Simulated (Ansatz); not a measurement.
# HfN: tensor shear ε_xy = +0.57 %

Take HfN in the rock salt structure (space group Fm-3m, No. 225; a = 4.502 Å; relaxed with 0.1 eV smearing) as the base. Axes: x, y, z lie along the cube axes.

One thing is altered: tensor shear ε_xy = +0.57 % (engineering shear γ = 0.0114); the atoms relax in the strained cell.

Calculations: DFT with PBEsol, PAW potentials and a 420 eV plane-wave cutoff in Ansatz (an electronic-structure program), no spin-orbit coupling. Γ-centred 22×22×22 mesh, Fermi–Dirac width 0.1 eV.

| quantity | base | changed | shift |
|---|---|---|---|
| volume per atom | 11.40 Å³ | 11.40 Å³ | 0.00 Å³ |
| space group | Fm-3m (No. 225) | Immm (No. 71) | – |
| energy relative to the base (free energy F) | 0 meV/atom | +0.6 meV/atom | +0.6 meV/atom |
| pressure (mean of the normal stresses, compression positive) | 0.0 GPa | 0.0 GPa | 0.0 GPa |
| band gap | zero | zero | – |
| stress (xx, yy, zz, yz, xz, xy; compression positive) | – | (0.0, 0.0, 0.0, 0.0, 0.0, -1.4) GPa | – |

Stability against distortions was not tested. All final runs are without spin polarisation. An odd electron count without spin: HfN.
